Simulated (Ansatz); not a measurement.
# GePt (model structure, started from the NbAs type, I4₁md, No. 109, 4 atoms in the cell): equilibrium volume per atom by level of theory

No measured value is used here.

```tsv
level (code)	value (Å³/atom)
PBE (Ansatz)	17.39
PBEsol (Ansatz)	16.65
PBE-D3(BJ) (Ansatz)	16.78
```

Density-functional levels without +SOC have no spin–orbit coupling. Ansatz's density-functional and Hartree–Fock values are scalar-relativistic unless marked +SOC, with PAW data made under PBE.

A model structure was made by putting elements into a prototype or built by hand; it is no filed structure, need not be a known phase, and can be a saddle point held by its symmetry.

Ansatz is an electronic-structure program.
